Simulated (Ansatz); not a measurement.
We consider MgS (model structure, within 0.1 Å of P4/mmm, No. 123, 4 atoms in the cell), described by PBEsol in Ansatz (PAW).

Settings: plane-wave cutoff 520 eV, 14×14×12 k mesh (along the axes of the cell as run), Fermi–Dirac smearing 0.05 eV, scalar-relativistic PAW data made under PBE.

Computed at the level's own relaxed cell.

```
MgS
1.0
    4.92454     0.00000     0.00000
    0.00000     4.92454     0.00000
    0.00000     0.00000     6.67292
Mg S
2 2
Direct
  0.50000   0.00000   0.00009
  0.00000   0.50000   0.99991
  0.00000   0.00000   0.00000
  0.50000   0.50000   0.00000
```

Question: List the 10 lowest band energies at Γ above −25 eV (eV, relative to the valence band maximum), grouping those that round alike.

Answer: At Γ: -11.78, -10.37, -3.23 (×2), -1.81, -0.45 (×2), 0.00, 2.60, 2.69.

Note: the cell has widely spaced layers and the level no dispersion term, so their spacing and the moduli can rest on weak binding.

A model structure was made by putting elements into a prototype or built by hand; it is no filed structure, need not be a known phase, and can be a saddle point held by its symmetry.

Ansatz is a quantum-chemistry and plane-wave program.
